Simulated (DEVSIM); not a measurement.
Structure: abrupt Si p-n junction, at 400 K.

Layer 1 from the left is Si, thickness (μm) 44.0, Na (cm⁻³) 1.2e15, τn (s) 0.00038, τp (s) 0.00038. Layer 2 from the left is Si, thickness (μm) 7.70, Nd (cm⁻³) 5.5e16, τn (s) 0.00038, τp (s) 0.00038.

Left contact: ohmic. Right contact: ohmic. Voltage is applied to the left contact. Recombination: SRH at mid-gap. Mobility is constant in doping.

The device is made up for the run: typed textbook-type constants, with dimensions and the other settings drawn at random. Values at 300 K; Nc and Nv go as T^1.5, mobilities as T to minus their exponent, the gap by Varshni's rule with the affinity fixed.

Si: gap (eV) 1.124, affinity (eV) 4.05, permittivity 11.7, Nc (cm⁻³) 2.86e19, Nv (cm⁻³) 3.1e19, μn (cm²/Vs) 1417, μp (cm²/Vs) 470, T exponent of μn 2.3, T exponent of μp 2.2, Varshni α (eV/K) 0.000473, Varshni β (K) 636.

Simulated with DEVSIM: 1D drift-diffusion, Boltzmann statistics, complete ionisation; no tunnelling, impact ionisation, image-force lowering or self-heating.

What does the simulation give for the dark forward voltage at 1 A/cm², the potential step across the device at zero bias?

dark forward voltage at 1 A/cm² 0.378 V; potential step across the device at zero bias 0.501 V.
